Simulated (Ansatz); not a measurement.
# Hypothetical diamond Ni, pressure series

Consider Ni in the diamond structure (space group Fd-3m, No. 227; ferromagnetic; a hypothetical phase, not in the database extracts checked).

```xyz
2
Lattice="0.0000 2.5035 2.5035 2.5035 0.0000 2.5035 2.5035 2.5035 0.0000" Properties=species:S:1:pos:R:3 pbc="T T T"
Ni     3.7552     3.7552     3.7552
Ni     2.5035     2.5035     2.5035
```

Cell and atoms are relaxed at each pressure.

Method: Kohn–Sham DFT with the PBEsol functional, run in Ansatz (a program for electronic structure) with PAW and 420 eV plane waves, no spin-orbit coupling.

Two rows of this table had their results exchanged by mistake.

```csv
pressure,volume per atom (Å³),shortest distance (Å),band gap
pressure −2 GPa,16.00,2.182,zero
pressure −1 GPa,15.84,2.175,zero
pressure 0.3 GPa,15.65,2.166,zero
pressure 0.7 GPa,14.53,2.113,zero
pressure 1.5 GPa,15.48,2.158,zero
pressure 3 GPa,15.29,2.149,zero
pressure 5 GPa,15.05,2.138,zero
pressure 7.5 GPa,14.77,2.125,zero
pressure 10 GPa,15.59,2.163,zero
```

### Question
Which two?

### Answer
The rows for pressure 0.7 GPa and pressure 10 GPa: the volume has to fall steadily with pressure, so 15.59 Å³ belongs to pressure 0.7 GPa and 14.53 Å³ to pressure 10 GPa.

The magnetic state is the one reached from the starting moments; the real material's order can differ, and small cells can't hold many antiferromagnetic ones. Load acts through the strain it causes; cell and atoms are relaxed under it. No phonon test of stability was made. No other phases were tried under pressure.
